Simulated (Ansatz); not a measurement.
## Response to strain in Zr

The parent structure is Zr in the hcp (Mg type) structure (space group P6_3/mmc, No. 194; a = 3.244 Å, c = 5.158 Å; relaxed with 0.1 eV smearing). Axes: x lies along a and z along c of the hexagonal cell.

Strains are applied to the cell and any free atomic positions relax; under biaxial strain the out-of-plane vector relaxes too.

Computed with r2SCAN (Ansatz, a first-principles code, PAW, no spin-orbit coupling).

| biaxial strain, plane normal [001], relaxed out of plane (%) | out-of-plane strain (%) |
|---|---|
| 0 | 0.00 |
| 0.5 | -0.36 |
| 1 | -0.72 |
| 1.5 | ? |
| 2 | -1.42 |
| 2.5 | -1.77 |

**Question.** Fit ε⊥ = −νε + γε² (strains in %) to the rows shown and predict the withheld row.

**Answer.** Least squares on the printed values gives ν = 0.73 (the biaxial Poisson response) and γ = 0.007 (largest residual 0.00 %); this predicts -1.07 %, and the run gives -1.08 %, in agreement.

Whether these cells are dynamically stable was not tested. The final runs are not spin-polarised.
